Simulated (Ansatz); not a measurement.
## CsSnI3: energy against strain

CsSnI3 (cubic perovskite, Pm-3m, 43.862 Å³/atom at rest) under an equal strain ε in the (111) plane with the normal axis free, as in a coherent film. LDA in Ansatz, a plane-wave DFT program (PAW, default set), 420 eV, 8×8×8 Γ-centred mesh, Fermi-Dirac smearing 0.05 eV; ions are relaxed within the symmetry of each cell.

Here s stands for strain and y for E less E0.

```
strain (%)  E less E0 (meV/atom)
----------  --------------------
-2.50                          ?
-1.00                       0.59
-0.50                       0.15
0.00                        0.00
0.50                        0.14
1.00                        0.56
```

**Question.** Fit y against s with a parabola, and predict the withheld value at s = -2.50.

**Answer.** Least squares gives y = 0.001 - 0.0140·s + 0.5743·s². Residuals (row less fit): 0.001, -0.002, -0.001, 0.002, -0.001; standard error 0.002 (degrees of freedom: 2). Twice the quadratic coefficient over the volume, 2 × 0.5743 meV × 10⁴ × 0.1602 / 43.862 Å³, is twice the biaxial elastic modulus of this plane = 42 ± 0.2 GPa. At the withheld row, y = 0.001 - 0.0140 × (-2.5) + 0.5743 × (-2.5)² = 3.625 meV/atom. The calculation gives 3.80 meV/atom, 0.175 meV/atom above the prediction (4.6 % of the range of y in the table). The row lies outside the fitted rows, so this is an extrapolation. The fitted rows scatter only by rounding.

One order more, fitted to all 11 runs of the series, follows each within 0.01, so the miss is the next term of a smooth law. This level leaves no gap over 0.05 eV at strain -2.50, -1.00, -0.50, 0.00, 0.50, where the mesh may be coarse. The primitive cell can neither tilt nor turn polar against its symmetry, as such crystals can under strain. CsSnI3 is here the ideal cubic form; the compound distorts at low or room temperature. Rows are the converged runs of the series near zero and its far end; series whose fitted rows scatter by over a few per cent of the range, as at a crossing or softening among them, aren't shown in this form. Most that stay on the fit to the last digits aren't either.
